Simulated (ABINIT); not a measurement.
Band structure of MgAl (P-6m2, 2 atoms in the cell).

```
MgAl
1.0
    2.99384     0.00000     0.00000
   -1.49692     2.59274     0.00000
    0.00000     0.00000     4.85148
Mg Al
1 1
Direct
  0.00000   0.00000   0.50000
  0.33333   0.66667   0.00000
```

Level of theory: LDA (PW92), norm-conserving pseudopotentials (PseudoDojo nc-sr-04 LDA standard) (plane waves; ABINIT).

Settings: pseudos = [Mg.upf, Al.upf]; ecut = 42 Ha; ixc = 7; occopt = 7; tsmear = 0.00367493 Ha; ngkpt = 10 10 6; nshiftk = 1; shiftk = 0 0 0; potentials = PseudoDojo nc-sr-04 LDA standard; kptopt = 1; nstep = 80; tolvrs1 = 1e-11; ndtset = 2.

The starting cell comes from a database of computed structures (which also holds hypothetical and non-ambient phases and stackings), without a prior relaxation at this level.

Levels in eV from the Fermi level, bands 4 to 11:
```json
[
 {"point": "Γ", "4": "-42.58", "5": "-9.15", "6": "-2.95", "7": "-2.36", "8": "10.26", "9": "10.26", "10": "11.28", "11": "11.28"},
 {"point": "M", "4": "-42.59", "5": "-3.92", "6": "-3.59", "7": "1.54", "8": "2.54", "9": "2.80", "10": "3.38", "11": "6.04"},
 {"point": "K", "4": "-42.58", "5": "-2.31", "6": "-1.88", "7": "-1.84", "8": "2.75", "9": "3.92", "10": "4.30", "11": "4.59"},
 {"point": "A", "4": "-42.58", "5": "-8.26", "6": "-6.56", "7": "4.42", "8": "4.87", "9": "10.86", "10": "10.86", "11": "11.78"},
 {"point": "L", "4": "-42.59", "5": "-3.02", "6": "-2.83", "7": "-1.76", "8": "-0.55", "9": "6.54", "10": "7.69", "11": "8.54"},
 {"point": "H", "4": "-42.58", "5": "-1.37", "6": "-1.15", "7": "-1.01", "8": "-0.49", "9": "0.58", "10": "1.90", "11": "10.02"}
]
```

Bands cross the Fermi level along this path, so the cell is metallic at this level.
